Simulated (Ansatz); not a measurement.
An Ansatz (a first-principles code) input (PBEsol, PAW, 420 eV (Ansatz; no SOC)):

Ansatz 0.2 input:
```yaml
crystal:
  lattice:
    - [3.9630431569, 0, 0]
    - [0, 5.6045893808, 0]
    - [0, 0, 20.9445647354]
  atoms:
    - { symbol: Te, position: [0.75, 1, 0.3580881291] }
    - { symbol: Be, position: [0.25, 0.25, 0.3580881291] }
    - { symbol: Te, position: [1.25, 1.5, 0.452696043] }
    - { symbol: Be, position: [0.75, 0.75, 0.452696043] }
    - { symbol: Te, position: [1.75, 2, 0.547303957] }
    - { symbol: Be, position: [1.25, 1.25, 0.547303957] }
    - { symbol: Te, position: [2.25, 2.5, 0.6419118709] }
    - { symbol: Be, position: [1.75, 1.75, 0.6419118709] }
basis: { ecutwfc: 420, ecutrho_ratio: 4, xc_grid: 2, fft_grid_basis: typed }
kpoints: { mp_grid: { grid: [8, 6, 1] } }
hamiltonian:
  xc: pbesol
  dispersion: none
  pseudopotentials: { kind: paw }
scf: { occupations: { method: fermi_dirac, width: 0.05 }, convergence: { dr2_threshold: 0.0000000008 } }
relax: { f_tol: 0.01, max_steps: 50 }
output: { forces: true, stress: true }
checkpoint: { write: state.ck, write_every: 1000 }
```

Problem. Which symmetry and how many k-points will the program report, and about how many plane waves at Γ?

Solution. Space group Pmn21 (ITA 31) with 4 operations, k-points 20 of 48, and 9103 plane waves at Γ.

Whether these cells are dynamically stable was not tested. The cell was made from BeTe in the zinc blende structure (space group F-43m, No. 216) by this change: a free-standing slab of 4 layers (8 atoms, 2 a layer) is cut normal to [110], with 15 Å of vacuum and the in-plane cell held at bulk.
